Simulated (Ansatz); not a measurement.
Take Tl in the hcp (Mg type) structure (space group P6_3/mmc, No. 194; a = 3.520 Å, c = 5.602 Å) as the base.

Structures relaxed with r2SCAN, PAW, 500 eV (Ansatz, an electronic-structure program; scalar-relativistic without spin-orbit coupling).

Base:

Simulated powder pattern, Cu Kα1, λ = 1.54056 Å (kinematic, ideal powder, no thermal factors, no anomalous dispersion; the 14 strongest lines at most, above 2 %, up to 2θ = 90°):

```
2θ (°)  I/Imax (%)    hkl
------  ----------  -----
29.27           23  (100)
31.93           25  (002)
33.44          100  (101)
43.86           16  (102)
51.91           20  (110)
57.86           22  (103)
62.25           23  (112)
63.17           17  (201)
66.74          3.2  (004)
70.25          4.1  (202)
74.50          3.5  (104)
81.44          8.4  (203)
86.08           15  (211)
89.32          9.3  (114)
```

After one change:

Simulated powder pattern, Cu Kα1, λ = 1.54056 Å (kinematic, ideal powder, no thermal factors, no anomalous dispersion; the 14 strongest lines at most, above 2 %, up to 2θ = 90°):

```json
[
 {"2θ (°)": "33.41", "I/Imax (%)": "23"},
 {"2θ (°)": "35.40", "I/Imax (%)": "27"},
 {"2θ (°)": "37.95", "I/Imax (%)": "100"},
 {"2θ (°)": "49.46", "I/Imax (%)": "16"},
 {"2θ (°)": "59.71", "I/Imax (%)": "18"},
 {"2θ (°)": "65.24", "I/Imax (%)": "21"},
 {"2θ (°)": "70.18", "I/Imax (%)": "2.9"},
 {"2θ (°)": "71.37", "I/Imax (%)": "22"},
 {"2θ (°)": "72.97", "I/Imax (%)": "15"},
 {"2θ (°)": "74.89", "I/Imax (%)": "3.2"},
 {"2θ (°)": "81.13", "I/Imax (%)": "3.9"},
 {"2θ (°)": "84.53", "I/Imax (%)": "3.6"}
]
```

Q: Which of these changes matches the shifts?
A) pressure 50 GPa
B) pressure 30 GPa
C) pressure 7 GPa
D) pressure −2 GPa

A: B, pressure 30 GPa. Its volume per atom is 21.01 Å³ against 30.05 Å³, and its space group is P6_3/mmc (No. 194).

Load acts through the strain it causes; cell and atoms are relaxed under it. Stability against distortions was not tested. No other phases were tried under pressure.
